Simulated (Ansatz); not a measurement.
Density of states of RhBi (P6_3/mmc) near the Fermi level, PBEsol, rigid bands (Ansatz, a first-principles code).

```
E − E_F (eV)  states/eV/cell
------------  --------------
-1.95                   9.19
-1.85                   8.52
-1.75                   10.0
-1.65                   6.26
-1.55                   5.25
-1.45                   4.61
-1.35                   4.23
-1.25                   5.16
-1.15                   8.43
-1.05                   6.28
-0.95                   4.75
-0.85                   2.56
-0.75                   2.16
-0.65                   2.30
-0.55                   2.47
-0.45                   2.28
-0.35                   2.21
-0.25                   2.25
-0.15                   2.32
-0.05                   2.45
0.05                    2.68
0.15                    2.44
0.25                    2.25
0.35                    2.17
0.45                    2.13
0.55                    2.15
0.65                    2.17
0.75                    2.09
0.85                    2.07
0.95                    2.08
1.05                    2.12
1.15                    2.22
1.25                    2.17
1.35                    1.90
1.45                    1.61
1.55                    1.47
1.65                    1.38
1.75                    1.33
1.85                    1.43
1.95                    1.77
```

With 4 atoms a cell, what bare Sommerfeld coefficient γ = (π²/3) k_B² N(E_F) follows?

N(E_F) ≈ 2.6 states/eV a cell at 300 K, so γ ≈ 1.52 mJ/(mol of atoms·K²), before many-body enhancement (phonons, spin fluctuations, correlation).

How far does the Fermi level move in a rigid band for 0.1 electron a cell added or removed?

38 meV and -39 meV.

A metal at this level (no band gap); rigid bands, thermally averaged at 300 K, both spins. Spin-orbit coupling is left out, which matters with elements this heavy. Geometry: cell and atoms relaxed with PBEsol.

Formula and space group known from diffraction (Crystallography Open Database), not checked to be the room-temperature form: RhBi (P6_3/mmc).
